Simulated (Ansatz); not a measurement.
An Ansatz (a first-principles code) run: Mg2Sn with a change (Sn → Ge); Kohn–Sham DFT with the PBEsol functional, run in Ansatz with PAW and 420 eV plane waves, without spin-orbit coupling.

Input:

Ansatz 0.2 input:
```yaml
crystal:
  lattice:
    - [0, 3.182215777, 3.182215777]
    - [3.182215777, 0, 3.182215777]
    - [3.182215777, 3.182215777, 0]
  atoms:
    - { symbol: Ge, position: [0, 0, 0] }
    - { symbol: Mg, position: [0.25, 0.25, 0.25] }
    - { symbol: Mg, position: [0.75, 0.75, 0.75] }
basis: { ecutwfc: 420, ecutrho_ratio: 4, xc_grid: 2, fft_grid_basis: typed }
kpoints: { mp_grid: { grid: [13, 13, 13] } }
hamiltonian:
  xc: pbesol
  dispersion: none
  pseudopotentials: { kind: paw }
scf: { occupations: { method: fermi_dirac, width: 0.05 }, convergence: { dr2_threshold: 0.0000000003 } }
output: { forces: true, stress: true }
checkpoint: { write: state.ck, write_every: 1000 }
```

Output:

```
WARN ansatz: RAYON_NUM_THREADS=2 ignored (pool sized by the plan → 2); use --threads N
Pseudopotentials: kind: paw
Pseudopotential: Ge, paw, valence charge 14
Pseudopotential: Mg, paw, valence charge 10
Functional definition: PBEsol
Crystal: 3 atoms, lattice volume = 64.449 Å³
Basis set: ecut = 420 eV, 1243 PW (Γ), exchange–correlation on 64×64×64 points (8 copies of the dense FFT grid, shifted against one another)
Bands: 21, of which v1, the nominal top of the filled ones, is band 17 counted from 1 (16 counted from 0)
Symmetry: 48 space group operations
Space group: Fm-3m (ITA 225), of the structure as read, at distance tolerance 4.0e-5 Å
k-points: 84 of 2197
PAW frozen core: Ge, regenerated for the run's functional, and the local potential with it
PAW frozen core: Mg, regenerated for the run's functional, and the local potential with it
Initial density: superposition of atomic densities (neutral atoms: chi_scale 0, normalization atom), corrected by the library's trained network
Initial wavefunctions: pseudopotential atomic-orbital guess
Eigensolver: davidson
Functional: x = pbesol(κ = 0.804, μ = 0.12345679012345678), c = pbesol(β = 0.046)
SCF iter   1: F=—  HF=-8078.467771 eV  |F-HF|=—  |Δ(HF+E_count)|=         —  Δρ=5.53e-3  dr2=4.45e-2  ethr=1.77e-3  ⟨swp⟩=6.0  Hψ=7766  notcnv=0
all-band conjugate gradients solve this SCF's bands
preconditioner: auto → Kerker (q_TF=auto, 2.452 Å⁻¹)
SCF iter   2: F=—  HF=-8078.459444 eV  |F-HF|=—  |Δ(HF+E_count)|=   8.33e-3  Δρ=3.59e-3  dr2=2.04e-2  ethr=1.31e-4  ⟨swp⟩=1.2  Hψ=2465  notcnv=0
SCF iter   3: F=—  HF=-8078.454852 eV  |F-HF|=—  |Δ(HF+E_count)|=   4.59e-3  Δρ=1.16e-3  dr2=1.52e-3  ethr=6.00e-5  ⟨swp⟩=2.0  Hψ=2395  notcnv=0
SCF iter   4: F=—  HF=-8078.454466 eV  |F-HF|=—  |Δ(HF+E_count)|=   3.85e-4  Δρ=5.78e-4  dr2=3.82e-4  ethr=4.47e-6  ⟨swp⟩=2.0  Hψ=2520  notcnv=0
SCF iter   5: F=—  HF=-8078.454607 eV  |F-HF|=—  |Δ(HF+E_count)|=   1.41e-4  Δρ=2.26e-4  dr2=6.55e-5  ethr=1.12e-6  ⟨swp⟩=2.0  Hψ=2385  notcnv=0
SCF iter   6: F=—  HF=-8078.454617 eV  |F-HF|=—  |Δ(HF+E_count)|=   9.93e-6  Δρ=6.63e-5  dr2=4.23e-6  ethr=1.93e-7  ⟨swp⟩=2.0  Hψ=2420  notcnv=0
SCF iter   7: F=—  HF=-8078.454616 eV  |F-HF|=—  |Δ(HF+E_count)|=   9.41e-7  Δρ=1.72e-5  dr2=2.04e-7  ethr=1.25e-8  ⟨swp⟩=2.1  Hψ=2579  notcnv=0
SCF iter   8: F=—  HF=-8078.454616 eV  |F-HF|=—  |Δ(HF+E_count)|=   4.63e-7  Δρ=4.08e-6  dr2=1.20e-8  ethr=6.00e-10  ⟨swp⟩=2.0  Hψ=2485  notcnv=0
SCF iter   9: F=-8078.454616 eV  HF=-8078.454616 eV  |F-HF|=4.55e-11  |Δ(HF+E_count)|=   5.28e-9  Δρ=6.66e-7  dr2=2.41e-10  ethr=1.00e-12  ⟨swp⟩=3.8  Hψ=7670  notcnv=0
SCF 1 converged in 9 iterations: F = -8078.454616 eV  dr2 = 2.41e-10
SCF converged after 9 iterations
Free energy (F): -8078.454616 eV
Harris-Foulkes:  -8078.454616 eV  (|F-HF|=4.55e-11)
Internal energy: -8078.453853 eV  (E = F + TS)
E sigma→0 (E₀):  -8078.454234 eV
Entropy (-TS):   -0.000764 eV (-0.255 meV/atom)
Fermi energy:    6.983544 eV
--- Per-component energies (eV) ---
  E_band       = -848.453541
  E_kinetic    = 263.744972
  E_local      = -5727.717213  (includes V_loc(G=0)·N_el)
  E_nonlocal   = 612.283325
  E_hartree    = 2255.138532
  E_xc         = -132.790560
  E_vxc        = -139.767900  (∫ρ·V_xc dr)
  E_paw        = -2541.643538  (= ΣΔE_a)
  E_vpaw       = -367.273903  (= ΣTr[D̂ρ^β])
  E_aug_tail   = 0.000285  (compensation charges beyond the density's cutoff)
  E_ewald      = -2808.505317
  E_core_change = 1.035661  (= ΣΔE_core)
  E_smearing   = -0.000764  (= −TS)
  E_closure    = -0.000000  (closes the sum)
  Σ components = -8078.454616   (vs F -8078.454616, Δ=0.00e0)
  [band-id]    e_kinetic+e_local+e_nonlocal+2·e_hartree+e_vxc+e_vpaw+e_augmentation_tail = -848.453370   (vs E_band -848.453541, Δ=1.71e-4)
--- Forces (eV/Å), atoms counted from 1 ---
  atom   1  Ge     0.00000000    -0.00000000     0.00000000
  atom   2  Mg     0.00000000     0.00000000     0.00000000
  atom   3  Mg     0.00000000    -0.00000000    -0.00000000
  max |Σ_I F_I| component: 2.78e-17 eV/Å
--- Stress (GPa, compression-positive) ---
       -0.000047      -0.000000      -0.000000
        0.000000      -0.000047       0.000000
        0.000000       0.000000      -0.000047
  P = ⅓ Tr σ = -0.0000 GPa (-0.000 kbar)
  The stress holds the Pulay correction. Without it, at fixed plane waves, as pw.x and ABINIT print it: P = -0.0091 GPa
  The stress includes an estimate of the error left by incomplete SCF convergence (largest component -0.0000 GPa).
--- Band table ---
  band table: none
```

Whether these cells are dynamically stable was not tested. The cell was made from Mg2Sn by this change: Sn → Ge.
